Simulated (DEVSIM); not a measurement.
Structure: abrupt GaAs p-n junction, at 350 K.

| layer (left to right) | material | thickness (μm) | Nd (cm⁻³) | Na (cm⁻³) | τn (s) | τp (s) |
|---|---|---|---|---|---|---|
| 1 | GaAs | 0.380 | - | 1.1e16 | 2.6e-9 | 2.6e-9 |
| 2 | GaAs | 74.0 | 3e14 | - | 2.6e-9 | 2.6e-9 |

Left contact: ohmic. Right contact: ohmic. Voltage is applied to the left contact. Recombination: SRH at mid-gap. Mobility is constant in doping.

Constants are typed, rounded textbook-type inputs, not results; the design itself was drawn at random and stands for no fabricated device. Values at 300 K; Nc and Nv go as T^1.5, mobilities as T to minus their exponent, the gap by Varshni's rule with the affinity fixed.

| parameter | GaAs |
|---|---|
| gap (eV) | 1.424 |
| affinity (eV) | 4.07 |
| permittivity | 12.9 |
| Nc (cm⁻³) | 4.7e17 |
| Nv (cm⁻³) | 9e18 |
| μn (cm²/Vs) | 8500 |
| μp (cm²/Vs) | 400 |
| T exponent of μn | 2.1 |
| T exponent of μp | 2.2 |
| Varshni α (eV/K) | 0.000541 |
| Varshni β (K) | 204 |

DEVSIM, 1D drift-diffusion, Boltzmann statistics, complete ionisation; no tunnelling, impact ionisation, image-force lowering or self-heating.

The thickness of layer 1 was swept, all else fixed.

| thickness of layer 1 (μm) | dark forward voltage at 1 A/cm² (V) |
|---|---|
| 0.076 | 0.771 |
| 0.13 | 0.783 |
| 0.23 | 0.797 |
| 0.38 | 0.809 |
| 0.65 | 0.821 |
| 1.1 | (withheld) |
| 1.9 | 0.836 |

Task: Fill in the missing entries.

Result: 
- 1.1, dark forward voltage at 1 A/cm² (V): 0.830
